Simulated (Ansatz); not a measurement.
Ge (P6₃/mmc, No. 194, 4 atoms in the cell; start mp-1007760; another form than the element's usual one) was calculated with LDA (plane waves, PAW; Ansatz, a program for electronic structure).

Settings: plane-wave cutoff 520 eV, 18×18×8 k mesh (along the axes of the cell as run), Fermi–Dirac smearing 0.05 eV, scalar-relativistic PAW data made under PBE.

Cell (relaxed at this level):

```cif
data_Ge4
_chemical_formula_sum 'Ge4'
_space_group_name_H-M_alt 'P 1'
_space_group_IT_number 1
_cell_length_a 3.95790
_cell_length_b 3.95790
_cell_length_c 6.53431
_cell_angle_alpha 90.000
_cell_angle_beta 90.000
_cell_angle_gamma 120.000
loop_
_space_group_symop_operation_xyz
  'x, y, z'
loop_
_atom_site_label
_atom_site_type_symbol
_atom_site_fract_x
_atom_site_fract_y
_atom_site_fract_z
_atom_site_occupancy
Ge1 Ge 0.66667 0.33333 0.06291 1
Ge2 Ge 0.33333 0.66667 0.93709 1
Ge3 Ge 0.33333 0.66667 0.56291 1
Ge4 Ge 0.66667 0.33333 0.43709 1
```

Task: Predict the bulk modulus B0.

Result: 
- bulk modulus B0 = 72.3 GPa

The run finds no gap.

Note: the bulk modulus is −V dP/dV from two relaxed cells at ±2 % in volume; the relaxation could not lower the start's symmetry, so the cell can be a saddle point above a distorted one.

Computed values are for the static lattice.

Cost on a shared machine: roughly 120 core-seconds.

A start named mp-… is a Materials Project structure, which need not be a measured phase.
